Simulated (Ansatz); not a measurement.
CsCl-type PdIn, treated with PBE-D3(BJ) in Ansatz (PAW).

Run with plane-wave cutoff 520 eV, 20×20×20 k mesh, Fermi–Dirac smearing 0.098 eV (set by the program), scalar-relativistic PAW data made under PBE.

Computed at the level's own relaxed cell.

Elastic tensor (GPa, Voigt notation, ions relaxed):

```
  149.7   119.3   119.3     0.0     0.0     0.0
  119.3   149.7   119.3     0.0     0.0     0.0
  119.3   119.3   149.7     0.0     0.0     0.0
    0.0     0.0     0.0    57.8     0.0     0.0
    0.0     0.0     0.0     0.0    57.8     0.0
    0.0     0.0     0.0     0.0     0.0    57.8
```

Worked from these constants: the tetragonal shear constant is C′ = (C11 − C12)/2 = 15.2 GPa against C44 = 57.8 GPa, so the tetragonal shear is the softer. The Zener ratio C44/C′ is 3.80 (1 for an isotropic solid), and the Cauchy pressure C12 − C44 is 61.5 GPa. With C11 + 2C12 = 388.3 GPa all three Born conditions hold; they don't test modes at the zone boundary.

Note: the dispersion coefficients are held fixed in the derivatives.

The computed numbers hold no vibrational or temperature effects.

Ansatz is a first-principles code.
